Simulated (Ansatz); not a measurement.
The starting structures come from a database of crystals and need not be the phases stable at ambient conditions.

 Where the default PAW files enter, the runs use the earlier of Ansatz's two default sets.

Crystal: LiBH₄ (P6_3mc, not sure to be the ambient phase, 12 atoms a cell, 8.6 Å³ an atom); planes in its conventional cell.

All values below come from r2SCAN (plane waves, PAW; Ansatz, a program for electronic structure).

The gap is the functional's own. No spin-orbit coupling. Mid-gap values are interpolated on the energy grid.

```tsv
plane	area of the cell (Å²)	mid-gap κ (1/Å)	largest κ in the gap (1/Å)
(001)	14.7	0.52	0.52
(100)	28.9	?	?
```

Question: The slowest decay depends on the direction. Supply the withheld values.

Answer: 
- (100), mid-gap κ (1/Å): 0.46
- (100), largest κ in the gap (1/Å): 0.47
